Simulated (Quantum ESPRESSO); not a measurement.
Input and output of a self-consistent single point for Tl (P6_3/mmc, 2 atoms in the cell) (Quantum ESPRESSO).

Computed with LDA (PZ), PSlibrary PAW (LDA) pseudopotentials (plane waves; Quantum ESPRESSO).

```xyz
2
Lattice="3.5610 0.0000 0.0000 -1.7805 3.0839 0.0000 0.0000 0.0000 5.7493" Properties=species:S:1:pos:R:3 pbc="T T T"
Tl     0.0000     2.0559     1.4373
Tl     1.7805     1.0280     4.3120
```

Reference input (self-consistent single point, DFT, PBE, plane waves, PSlibrary PAW (PBE) pseudopotentials): ecutwfc = 50 Ry; ecutrho = 300 Ry; occupations = smearing; smearing = gauss; degauss = 0.019992 Ry; potentials = {Tl: Tl.pbe-dn-kjpaw_psl.1.0.0.UPF}; K_POINTS = automatic 7 7 4 0 0 0; conv_thr = 1e-11 Ry. This run's input differs from it in these lines:

```diff
@@ -24,3 +24,3 @@
 ATOMIC_SPECIES
-Tl   204.3800  Tl.pbe-dn-kjpaw_psl.1.0.0.UPF
+Tl   204.3800  Tl.pz-dn-kjpaw_psl.1.0.0.UPF
 ATOMIC_POSITIONS alat
```

Output, abridged:

```
     Self-consistent Calculation

     iteration #  1     ecut=    50.00 Ry     beta= 0.70

     Threshold (ethr) on eigenvalues was too large:
     Diagonalizing with lowered threshold

     total energy              =   -1629.86936358 Ry
     estimated scf accuracy    <       0.00941430 Ry

     iteration #  2     ecut=    50.00 Ry     beta= 0.70

     total energy              =   -1629.87199138 Ry
     estimated scf accuracy    <       0.00131892 Ry

     iteration #  3     ecut=    50.00 Ry     beta= 0.70

     total energy              =   -1629.87223308 Ry
     estimated scf accuracy    <       0.00002104 Ry

   [... 4 blocks of this kind left out ...]

     iteration #  8     ecut=    50.00 Ry     beta= 0.70

     total energy              =   -1629.87224058 Ry
     estimated scf accuracy    <          3.2E-10 Ry

     iteration #  9     ecut=    50.00 Ry     beta= 0.70
     End of self-consistent calculation

     the Fermi energy is     8.8615 ev

!    total energy              =   -1629.87224058 Ry
     estimated scf accuracy    <          9.5E-13 Ry
     smearing contrib. (-TS)   =      -0.00415426 Ry
     internal energy E=F+TS    =   -1629.86808632 Ry

     convergence has been achieved in   9 iterations

     Forces acting on atoms (cartesian axes, Ry/au):

     atom    1 type  1   force =     0.00000000   -0.00000000    0.00000000
     atom    2 type  1   force =     0.00000000    0.00000000    0.00000000

     Total force =     0.000000     Total SCF correction =     0.000000

          total   stress  (Ry/bohr**3)                   (kbar)     P=      -45.10
  -0.00030265   0.00000000   0.00000000          -44.52        0.00        0.00
   0.00000000  -0.00030265  -0.00000000            0.00      -44.52       -0.00
   0.00000000  -0.00000000  -0.00031452            0.00       -0.00      -46.27

   JOB DONE.
```

The run converged in 9 iterations. Against the reference run the pressure goes from -0.40 to -4.51 GPa.

The starting cell comes from a database of computed structures (which also holds hypothetical and non-ambient phases and stackings), without a prior relaxation at this level. Its lattice was rescaled by a random factor within 2.5 % of one. With a pressure of about -5 GPa the cell is away from its equilibrium volume at this level.
